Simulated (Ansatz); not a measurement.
**Cu: response to strain**

Take Cu in the fcc (Cu type) structure (space group Fm-3m, No. 225; a = 3.577 Å; relaxed with 0.1 eV smearing) as the base. Axes: x, y, z lie along the cube axes.

Strains are applied to the cell and any free atomic positions relax; under biaxial strain the out-of-plane vector relaxes too.

All numbers come from Ansatz (a quantum-chemistry and plane-wave program) r2SCAN, spin-orbit coupling left out.

```tsv
biaxial strain, plane normal [111], relaxed out of plane (%)	out-of-plane strain (%)
0	0.00
0.42	-0.30
0.83	-0.59
1.25	-0.89
1.67	?
2.08	-1.49
2.5	-1.80
```

### Question
Fit ε⊥ = −νε + γε² (strains in %) to the rows shown and predict the withheld row.

### Answer
Least squares on the printed values gives ν = 0.71 (the biaxial Poisson response) and γ = -0.005 (largest residual 0.00 %); this predicts -1.19 %, and the run gives -1.19 %, in agreement.

Whether these cells are dynamically stable was not tested. The final runs are not spin-polarised.
